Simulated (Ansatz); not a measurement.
**KCl: response to strain**

Consider KCl in the rock salt structure (space group Fm-3m, No. 225; a = 6.381 Å).

Strains are applied to the cell and any free atomic positions relax.

The values are results of Kohn–Sham DFT with the PBE functional, run in Ansatz (a quantum-chemistry and plane-wave program) with PAW and 420 eV plane waves, no spin-orbit coupling, not measurements.

Candidates:
(a) isotropic strain +1.50 %
(b) isotropic strain +1.00 %
(c) isotropic strain −1.00 %
(d) isotropic strain +3.00 %

Before the change:

- Band gap: 5.05 eV

**Question.** Order them by band gap, lowest first.

**Answer.** (d) isotropic strain +3.00 % (4.77 eV), (a) isotropic strain +1.50 % (4.90 eV), (b) isotropic strain +1.00 % (4.95 eV), (c) isotropic strain −1.00 % (5.15 eV)

Stability against distortions was not tested.
